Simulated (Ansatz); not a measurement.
Input and output of a self-consistent single point for YSi2Rh3 (P6mm, 6 atoms in the cell) (Ansatz, a first-principles code).

Computed with PBEsol, default PAW files made with PBE (plane waves; Ansatz).

```
CELL_PARAMETERS angstrom
      5.45552     0.00000     0.00000
     -2.72776     4.72462     0.00000
      0.00000     0.00000     3.59293
ATOMIC_POSITIONS crystal
  Y  0.00000 0.00000 0.01392
  Si 0.66667 0.33333 0.00000
  Si 0.33333 0.66667 0.00000
  Rh 0.00000 0.50000 0.50000
  Rh 0.50000 0.00000 0.50000
  Rh 0.50000 0.50000 0.50000
```

Reference input (self-consistent single point, DFT, PBEsol, plane waves, default PAW files made with PBE): basis.ecutwfc = 420 eV; kpoints.mp_grid.grid = 7 7 9; hamiltonian.xc = pbesol; hamiltonian.pseudopotentials = {kind: paw} (the program's default PAW files); scf.occupations.method = fermi_dirac; scf.occupations.width = 0.1 eV. This run's input differs from it in these lines:

Ansatz 0.2 input:
```diff
@@ -15,3 +15,3 @@
 kpoints:
-  mp_grid: { grid: [7, 7, 9] }
+  mp_grid: { grid: [12, 12, 15] }
 hamiltonian:
@@ -20,3 +20,3 @@
 scf:
-  occupations: { method: fermi_dirac, width: 0.1 }
+  occupations: { method: fermi_dirac, width: 0.01 }
 output:
```

The program printed (abridged):

```
SCF iter   1: F=—  HF=-24060.712058 eV  |F-HF|=—  |Δ(HF+E_count)|=         —  Δρ=8.05e-3  dr2=7.64e-2  ethr=1.77e-3  ⟨swp⟩=6.3  Hψ=24554  notcnv=0
all-band conjugate gradients solve this SCF's bands
preconditioner: auto → Kerker (q_TF=auto, 2.604 Å⁻¹)
SCF iter   2: F=—  HF=-24060.702791 eV  |F-HF|=—  |Δ(HF+E_count)|=   9.27e-3  Δρ=3.37e-3  dr2=1.59e-2  ethr=1.09e-4  ⟨swp⟩=2.0  Hψ=8306  notcnv=0  defer=322
SCF iter   3: F=—  HF=-24060.700394 eV  |F-HF|=—  |Δ(HF+E_count)|=   2.40e-3  Δρ=7.44e-4  dr2=1.03e-3  ethr=2.27e-5  ⟨swp⟩=2.0  Hψ=8516  notcnv=0  defer=346
SCF iter   4: F=—  HF=-24060.700170 eV  |F-HF|=—  |Δ(HF+E_count)|=   2.24e-4  Δρ=1.75e-4  dr2=7.05e-5  ethr=1.47e-6  ⟨swp⟩=2.0  Hψ=9239  notcnv=0  defer=346
SCF iter   5: F=—  HF=-24060.700162 eV  |F-HF|=—  |Δ(HF+E_count)|=   7.80e-6  Δρ=4.71e-5  dr2=2.29e-6  ethr=1.01e-7  ⟨swp⟩=2.0  Hψ=7702  notcnv=0  defer=346
SCF iter   6: F=-24060.700162 eV  HF=-24060.700162 eV  |F-HF|=2.93e-8  |Δ(HF+E_count)|=   3.92e-7  Δρ=8.93e-6  dr2=8.77e-8  ethr=1.43e-10  ⟨swp⟩=8.0  Hψ=29959  notcnv=0
SCF 1 converged in 6 iterations: F = -24060.700162 eV  dr2 = 8.77e-8
Free energy (F): -24060.700162 eV
Internal energy: -24060.699761 eV  (E = F + TS)
E sigma→0 (E₀):  -24060.699961 eV
Entropy (-TS):   -0.000400 eV (-0.067 meV/atom)
Fermi energy:    16.651272 eV
--- Forces (eV/Å), atoms counted from 1 ---
  atom   1  Y      0.00000000     0.00000000    -0.06113811
  atom   2  Si    -0.00000000    -0.00000000    -0.02124429
  atom   3  Si     0.00000000     0.00000000    -0.02124429
  atom   4  Rh     0.00000000    -0.00000000     0.03453333
  atom   5  Rh    -0.00000000    -0.00000000     0.03453333
  atom   6  Rh    -0.00000000     0.00000000     0.03453333
--- Stress (GPa, compression-positive) ---
        1.465370       0.000000       0.000000
        0.000000       1.465370       0.000000
       -0.000000      -0.000000       5.676674
  P = ⅓ Tr σ = 2.8691 GPa (28.691 kbar)
  The stress holds the Pulay correction. Without it, at fixed plane waves, as pw.x and ABINIT print it: P = 2.8060 GPa
```

The run converged in 6 iterations. Against the reference run the free energy rises by 1.5 meV/atom, the pressure goes from 2.97 to 2.87 GPa and the largest force hardly changes (0.062 to 0.061 eV/Å).

The starting cell comes from a database of computed structures (which also holds hypothetical and non-ambient phases and stackings), without a prior relaxation at this level. Its lattice was rescaled by up to half a per cent. One atom was moved a little off its site on purpose. Spin polarisation is off. Ansatz's pressure includes its estimate of the finite-basis (Pulay) stress.

Cost on one core of a shared machine: roughly 50 s.
